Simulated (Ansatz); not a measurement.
## NaF, pressure series

The parent structure is NaF in the rock salt structure (space group Fm-3m, No. 225; a = 4.6291 Å).

Cell and atoms are relaxed at each pressure.

Calculations: PBEsol (Ansatz, a first-principles code; PAW; 420 eV plane waves; scalar-relativistic without spin-orbit coupling).

Candidates:
(a) pressure 5 GPa
(b) pressure −2 GPa
(c) pressure 1.5 GPa
(d) pressure 10 GPa

Base values:

* **Band gap**: 6.20 eV

Task: Order them by band gap, highest first.

Result: (d) pressure 10 GPa (7.04 eV), (a) pressure 5 GPa (6.67 eV), (c) pressure 1.5 GPa (6.35 eV), (b) pressure −2 GPa (5.97 eV)

Load acts through the strain it causes; cell and atoms are relaxed under it. Stability against distortions was not tested. Competing high-pressure phases were not computed.
